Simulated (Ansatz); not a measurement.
**Response to strain in Sn**

Take Sn (space group I4_1/amd, No. 141; relaxed with 0.1 eV smearing) as the base.

```
CELL_PARAMETERS angstrom
     -2.94328     2.94328     1.59321
      2.94328    -2.94328     1.59321
      2.94328     2.94328    -1.59321
ATOMIC_POSITIONS crystal
  Sn 0.75000 0.25000 0.50000
  Sn 0.00000 0.00000 0.00000
```

Cartesian axes are those of the cell as printed.

Strains are applied to the cell and any free atomic positions relax; under biaxial strain the out-of-plane vector relaxes too; under stress the whole cell relaxes.

Calculations: r2SCAN (Ansatz, a program for electronic structure), no SOC.

Notes on the quantities. energy relative to the base: free energy F; pressure: mean of the normal stresses, compression positive.

```json
[
 {"case": "base", "energy relative to the base": "0 meV/atom", "volume per atom": "27.60 Å³", "pressure": "0.0 GPa", "space group": "I4_1/amd (No. 141)"},
 {"case": "biaxial strain −4.86 %, plane normal [001], relaxed out of plane", "energy relative to the base": "+46 meV/atom", "volume per atom": "26.34 Å³", "pressure": "3.8 GPa", "space group": "I4_1/amd (No. 141)"},
 {"case": "biaxial strain −1.82 %, plane normal [001], relaxed out of plane", "energy relative to the base": "+6.3 meV/atom", "volume per atom": "26.96 Å³", "pressure": "1.5 GPa", "space group": "I4_1/amd (No. 141)"},
 {"case": "biaxial strain +1.04 %, plane normal [001], relaxed out of plane", "energy relative to the base": "+2.1 meV/atom", "volume per atom": "28.00 Å³", "pressure": "-0.7 GPa", "space group": "I4_1/amd (No. 141)"},
 {"case": "isotropic strain +1.24 %", "energy relative to the base": "+6.1 meV/atom", "volume per atom": "28.64 Å³", "pressure": "-1.8 GPa", "space group": "I4_1/amd (No. 141)"},
 {"case": "uniaxial strain ε_yy = −2.88 %", "energy relative to the base": "+5.7 meV/atom", "volume per atom": "26.81 Å³", "pressure": "1.7 GPa", "space group": "Imma (No. 74)"},
 {"case": "uniaxial strain ε_yy = −0.83 %", "energy relative to the base": "+0.5 meV/atom", "volume per atom": "27.37 Å³", "pressure": "0.5 GPa", "space group": "Imma (No. 74)"},
 {"case": "uniaxial strain ε_yy = −0.50 %", "energy relative to the base": "+0.2 meV/atom", "volume per atom": "27.47 Å³", "pressure": "0.3 GPa", "space group": "Imma (No. 74)"},
 {"case": "tensor shear ε_xz = −0.96 %", "energy relative to the base": "+0.8 meV/atom", "volume per atom": "27.60 Å³", "pressure": "0.0 GPa", "space group": "C2/m (No. 12)"},
 {"case": "uniaxial stress, 2 GPa compression along z", "energy relative to the base": "+3.6 meV/atom", "volume per atom": "27.28 Å³", "pressure": "–", "space group": "I4_1/amd (No. 141)"}
]
```

A biaxial case was relaxed in a doubled cell and then solved in the primitive one. Stability under load was not tested beyond the relaxation.
